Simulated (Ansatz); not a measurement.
Cost and result by functional for the adsorption energy of SiH3 on the 1x1 (101) surface of anatase TiO2 (cut with top plane O), one in a 2x1 cell, started at the site 'bridge O-O-O (span 3.8 Å)', in Ansatz (plane waves, PAW). Single points on the PBE structure, on one kind of machine; costs are rough ratios of the slab run's core time (references not counted) to the cheapest single point. r2SCAN's cost holds its higher cutoff (500 against 420 eV). Differences are taken against r2SCAN for comparison alone: no measured value is at hand, so the table doesn't rank accuracy. The points keep PBE's geometry, so the relaxation of a polaron and the settling of charge on one site are left out.

Host crystal: anatase TiO2, with a band gap (PBE, scalar-relativistic without spin-orbit coupling).

Set-up: 40 atoms, 9.4 Å thick at the start under the adsorbate (thin: gaps and levels are the slab's own); mesh 3x4x1; 0.01 eV smearing; dipole correction on; 14 atoms held, the rest relaxed; no symmetry held; spin-polarised, ending with about 0.4 μB a cell, a value that depends on the mesh; orders that need a larger cell were not tried, no spin-orbit, no U, no dispersion correction. The slab shows no gap over 0.04 eV on its mesh. At the end it is bonded to O. In PBE it is, or lies within 0.03 eV of, the lowest of the starts that converged. These notes are the PBE run's. r2SCAN: The program's check for a lower electronic state was not made. Adsorption energies are against SiH4(g) − ½ H2(g). A negative adsorption energy means that the adsorbate is more stable on the surface than in its reference.

```tsv
functional	relative cost	adsorption energy (eV)	less r2SCAN (eV)
RPBE	1	-0.17	0.39
r2SCAN	1	-0.56	0.00
PBE (the relaxed run's value)	–	-0.39	0.18
```

The values span 0.39 eV, while the single points' costs differ by a factor of roughly 1. Differences are of unrounded values.

Ansatz is a quantum-chemistry and plane-wave program.
